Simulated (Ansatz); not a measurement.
Consider the formation energy of Ru_W in W (bcc, Im-3m). Reaction: Ru (hcp) + 63 W (bcc) → cell A.

Cell A: a supercell of 64 sites of W (bcc, Im-3m) with Ru on a W site (8 W at 2.77 Å); spin state with PBE: run without spin, k-point mesh 4×4×4.
```
CELL_PARAMETERS angstrom
     11.02867     0.00000     0.00000
     -3.67622    10.39793     0.00000
     -3.67622    -5.19897     9.00487
ATOMIC_POSITIONS crystal
  W  0.00000 0.00000 0.00000
  W  0.00010 0.00010 0.25012
  W  0.00000 0.00000 0.50000
  W  0.99990 0.99990 0.74988
  W  0.00010 0.25012 0.00010
  W  0.00039 0.25020 0.25020
  W  0.00010 0.24997 0.50000
  W  0.00000 0.25000 0.75000
  W  0.00000 0.50000 0.00000
  W  0.00010 0.50000 0.24997
  W  0.00000 0.50000 0.50000
  W  0.99990 0.50000 0.75003
  W  0.99990 0.74988 0.99990
  W  0.00000 0.75000 0.25000
  W  0.99990 0.75003 0.50000
  W  0.99961 0.74980 0.74980
  W  0.25012 0.00010 0.00010
  W  0.25020 0.00039 0.25020
  W  0.24997 0.00010 0.50000
  W  0.25000 0.00000 0.75000
  W  0.25020 0.25020 0.00039
  W  0.24898 0.24898 0.24898
  W  0.25161 0.25161 0.50000
  W  0.24997 0.24997 0.74988
  W  0.24997 0.50000 0.00010
  W  0.25161 0.50000 0.25161
  W  0.24898 0.50000 0.50000
  W  0.25020 0.50000 0.74980
  W  0.25000 0.75000 0.00000
  W  0.24997 0.74988 0.24997
  W  0.25020 0.74980 0.50000
  W  0.25012 0.75003 0.75003
  W  0.50000 0.00000 0.00000
  W  0.50000 0.00010 0.24997
  W  0.50000 0.00000 0.50000
  W  0.50000 0.99990 0.75003
  W  0.50000 0.24997 0.00010
  W  0.50000 0.25161 0.25161
  W  0.50000 0.24898 0.50000
  W  0.50000 0.25020 0.74980
  W  0.50000 0.50000 0.00000
  W  0.50000 0.50000 0.24898
  Ru 0.50000 0.50000 0.50000
  W  0.50000 0.50000 0.75102
  W  0.50000 0.75003 0.99990
  W  0.50000 0.74980 0.25020
  W  0.50000 0.75102 0.50000
  W  0.50000 0.74839 0.74839
  W  0.74988 0.99990 0.99990
  W  0.75000 0.00000 0.25000
  W  0.75003 0.99990 0.50000
  W  0.74980 0.99961 0.74980
  W  0.75000 0.25000 0.00000
  W  0.74988 0.24997 0.24997
  W  0.74980 0.25020 0.50000
  W  0.75003 0.25012 0.75003
  W  0.75003 0.50000 0.99990
  W  0.74980 0.50000 0.25020
  W  0.75102 0.50000 0.50000
  W  0.74839 0.50000 0.74839
  W  0.74980 0.74980 0.99961
  W  0.75003 0.75003 0.25012
  W  0.74839 0.74839 0.50000
  W  0.75102 0.75102 0.75102
```

Reference: Ru (hcp, P6₃/mmc), 2 atoms in the cell; spin state with PBE: run without spin, k-point mesh 30×30×14 on the run's own vectors. Conventional cell: a = b = 2.722 Å, c = 4.294 Å, α = β = 90.00°, γ = 120.00°.

Reference: W (bcc, Im-3m), 64 atoms in the cell, the relaxed perfect crystal repeated, atoms not moved again; spin state with PBE: run without spin, k-point mesh 4×4×4 on the run's own vectors.

Plane-wave PAW calculations with Ansatz (a first-principles code), its default PAW set, cutoff 420 eV. The structures are at rest with PBE, within the held lattices. Neutral cells; Fermi-Dirac smearing of at most 0.10 eV in the solids, energies taken to zero width. Larger cells are relaxed from a start prepared with the learned potential CHGNet, on a coarser mesh till forces fall under 0.03 eV/Å, which some starts already meet. A dispersion term (D3(BJ), or D4 for r2SCAN) was computed beside these levels and is taken off wherever the name lacks it. Nuclei at rest; no vibrational terms. The structures are the rest points that the relaxations reached, not proven lowest. Spin-orbit coupling is left out. No correction for cell size. Mesh and cell size may move defect energies by 0.1 eV or more. Cell A has symmetry Im-3m within 0.02 Å and got no random move, so less symmetric positions, which may lie lower, weren't tried.

Estimate the value that PBE returns for this input.

0.81 eV, for Ru (hcp) + 63 W (bcc) → cell A.
